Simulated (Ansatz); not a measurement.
## ZrC (model structure, started from the NbAs type, I4₁md, No. 109, 4 atoms in the cell)

The numbers are results of r²SCAN in Ansatz (PAW), not measurements.

Numerical settings: plane-wave cutoff 560 eV, 26×26×26 k mesh, Fermi–Dirac smearing 0.05 eV, scalar-relativistic PAW data made under PBE.

Cell (relaxed at this level):

```
CELL_PARAMETERS angstrom
     -1.53051     1.53051     5.74451
      1.53051    -1.53051     5.74451
      1.53051     1.53051    -5.74451
ATOMIC_POSITIONS crystal
  Zr 0.50294 0.50294 0.00000
  Zr 0.25294 0.75294 0.50000
  C  0.91306 0.91306 0.00000
  C  0.66306 0.16306 0.50000
```

```yaml
band_gap: none
bulk modulus B0: 198 GPa
```

Note: the bulk modulus is −V dP/dV from two relaxed cells at ±2 % in volume; the relaxation could raise the start's symmetry but not lower it, so the cell can be a saddle point.

Spin–orbit coupling is not included.

The result took very roughly 14 core-minutes.

A model structure was made by putting elements into a prototype or built by hand; it is no filed structure, need not be a known phase, and can be a saddle point held by its symmetry.

Ansatz is a program for electronic structure.
